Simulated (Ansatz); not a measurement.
PBE against r2SCAN: Sc, Sc → Hf

Base system: Sc in the hcp (Mg type) structure (space group P6_3/mmc, No. 194; a = 3.319 Å, c = 5.166 Å).

(Cell as relaxed with PBE.)

Levels (all Ansatz, a first-principles code, PAW, earlier PAW set): PBE (420 eV, no spin-orbit coupling); r2SCAN (500 eV, no spin-orbit coupling).

Each level relaxes its own structure.

```csv
base,PBE,r2SCAN
volume per atom,24.65 Å³,24.96 Å³
lattice parameter a,6.273 bohr,6.295 bohr
band gap,zero,zero
```

Modification: full substitution Sc → Hf; the structure is relaxed again.

```json
[
 {"quantity": "lattice parameter a", "PBE": "6.055 bohr", "r2SCAN": "(withheld)"},
 {"quantity": "c/a ratio", "PBE": "1.582", "r2SCAN": "(withheld)"}
]
```

**Question.** What does r2SCAN give?

**Answer.** 
- lattice parameter a, r2SCAN: 6.043 bohr
- c/a ratio, r2SCAN: 1.578

PBE's lattice parameter a lies 0.012 bohr above r2SCAN's (0.2 %); PBE's c/a ratio lies 0.004 above r2SCAN's. Neither level is exact; r2SCAN is the comparison here, not a measurement.

No phonon test of stability was made. The final runs are not spin-polarised.
